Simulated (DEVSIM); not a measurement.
Device: Pt/SiO2/p-Ge capacitor, at 400 K.

```tsv
layer (left to right)	material	thickness (nm)	Na (cm⁻³)
1	SiO2	1.40	-
2	Ge	1400	1.7e17
```

Metal gate on the left, work function 5.6 eV. Fixed charge at the semiconductor interface 1.7e11 cm⁻² (in units of +e); interface traps 2e10 cm⁻² eV⁻¹, uniform in energy, neutral level at 0.5 of the gap above the valence band.

The device is made up for the run: typed textbook-type constants, with dimensions and the other settings drawn at random. Values at 300 K; Nc and Nv go as T^1.5, mobilities as T to minus their exponent, the gap by Varshni's rule with the affinity fixed.

| parameter | SiO2 | Ge |
|---|---|---|
| gap (eV) | 9 | 0.664 |
| affinity (eV) | 0.9 | 4 |
| permittivity | 3.9 | 16 |
| Nc (cm⁻³) | - | 1.04e19 |
| Nv (cm⁻³) | - | 6e18 |
| Varshni α (eV/K) | - | 0.000477 |
| Varshni β (K) | - | 235 |

Model (solved in DEVSIM): 1D Poisson equation in equilibrium, Boltzmann statistics, complete ionisation; no quantum confinement or tunnelling. Metal contacts follow the ideal Schottky-Mott rule: no Fermi-level pinning, no interface dipoles.

Base results: capacitance of the dielectric stack (μF/cm²) 2.47; flat-band voltage (V) 1.10; threshold voltage (band bending 2φF) (V) 1.50; minimum of the low-frequency capacitance (μF/cm²) 0.291.

Q: What follows from this one change: fixed charge 1.7e+11 → -1.63e+12 cm^-2?

A: capacitance of the dielectric stack little changed (2.47 μF/cm²); flat-band voltage 1.10 → 1.22 V; threshold voltage (band bending 2φF) 1.50 → 1.61 V; minimum of the low-frequency capacitance little changed (0.293 μF/cm²).

Q: What follows from this one change: interface trap density 2e+10 → 1e+11 cm^-2 eV^-1?

A: capacitance of the dielectric stack little changed (2.47 μF/cm²); flat-band voltage little changed (1.10 V); threshold voltage (band bending 2φF) little changed (1.50 V); minimum of the low-frequency capacitance 0.291 → 0.301 μF/cm².
